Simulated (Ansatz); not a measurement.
The parent structure is GaP in the zinc blende structure (space group F-43m, No. 216; a = 5.452 Å).

Now apply this change: the cell is scaled by 1.0349 in all directions, atoms relaxed at fixed cell.

Levels (all Ansatz, a first-principles code, PAW, earlier PAW set): r2SCAN (500 eV, no spin-orbit coupling); HSE06 (420 eV, scalar-relativistic without spin-orbit coupling); HSE06+SOC (420 eV, noncollinear with spin-orbit coupling).

One geometry, relaxed with r2SCAN, under each level:

The valence-band top lists the three highest levels at Γ (Kramers pairs under SOC), from the VBM.

| level | band gap | lowest conduction level above the VBM at special points | valence-band top at Γ |
|---|---|---|---|
| r2SCAN | 1.47 eV | Γ 1.47 eV; L 1.71 eV; X 2.10 eV | 0.00, 0.00, 0.00 eV |
| HSE06 | 1.88 eV | Γ 1.88 eV; L 2.15 eV; X 2.48 eV | – |
| HSE06+SOC | 1.85 eV | Γ 1.85 eV; L 2.12 eV; X 2.45 eV | 0.00, 0.00, -0.09 eV |

Single points use the geometry relaxed with r2SCAN. Differences between runs with and without spin-orbit coupling are approximate. The cells carry an imposed strain or load. Stability against distortions was not tested.
